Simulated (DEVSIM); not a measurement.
Structure: Au/SiO2/p-Si capacitor, at 450 K.

Layer 1 from the left is SiO2, thickness (nm) 1.30. Layer 2 from the left is Si, thickness (nm) 830, Na (cm⁻³) 4.8e17.

Metal gate on the left, work function 5.1 eV. Fixed charge at the semiconductor interface 0 cm⁻² (in units of +e); no interface traps.

Constants are typed, rounded textbook-type inputs, not results; the design itself was drawn at random and stands for no fabricated device. Values at 300 K; Nc and Nv go as T^1.5, mobilities as T to minus their exponent, the gap by Varshni's rule with the affinity fixed.

SiO2: gap (eV) 9, affinity (eV) 0.9, permittivity 3.9. Si: gap (eV) 1.124, affinity (eV) 4.05, permittivity 11.7, Nc (cm⁻³) 2.86e19, Nv (cm⁻³) 3.1e19, Varshni α (eV/K) 0.000473, Varshni β (K) 636.

Estimate by hand the flat-band voltage, the threshold voltage, and compare with a numerical solution.


- Flat-band voltage: C = 2.66 μF/cm², work-function difference 0.154 V; VFB = φms − qNf/C = 0.15 V; numerical 0.15 V.
- Threshold voltage: φF = 0.357 V, depletion charge √(4εqNφF) = 3.37e-7 C/cm²; VT = VFB + 2φF + Qd/C = 0.99 V; numerical 0.99 V.

Simulated with DEVSIM: 1D Poisson equation in equilibrium, Boltzmann statistics, complete ionisation; no quantum confinement or tunnelling. Metal contacts follow the ideal Schottky-Mott rule: no Fermi-level pinning, no interface dipoles.
